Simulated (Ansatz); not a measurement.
The parent structure is CsCaBr3 in the cubic perovskite structure (space group Pm-3m, No. 221; a = 5.6402 Å; a cell from a computed database, its experimental status unchecked). Axes: x, y, z lie along the cube axes.

It is then changed as follows: biaxial strain +2.69 %, plane normal [001], relaxed out of plane (Cartesian); in-plane vectors clamped, the third vector and the atoms free.

Levels (all Ansatz, a program for electronic structure, PAW): PBEsol (420 eV, no SOC); r2SCAN (500 eV, no spin-orbit coupling); HSE06 (420 eV, scalar-relativistic without spin-orbit coupling).

At the geometry relaxed with PBEsol, these levels gave the following band gaps, in shuffled order: (a) 5.59 eV, (b) 4.26 eV, (c) 5.15 eV.

**Question.** Match each gap to its level.

**Answer.** (a) HSE06; (b) PBEsol; (c) r2SCAN.

Single points use the geometry relaxed with PBEsol. The hybrid gap comes from the SCF mesh plus the semilocal run's edge points and a few special points and is an upper bound. Whether these cells are dynamically stable was not tested. Many cubic perovskites are stable only at high temperature; tilts and polar distortions were not tested.
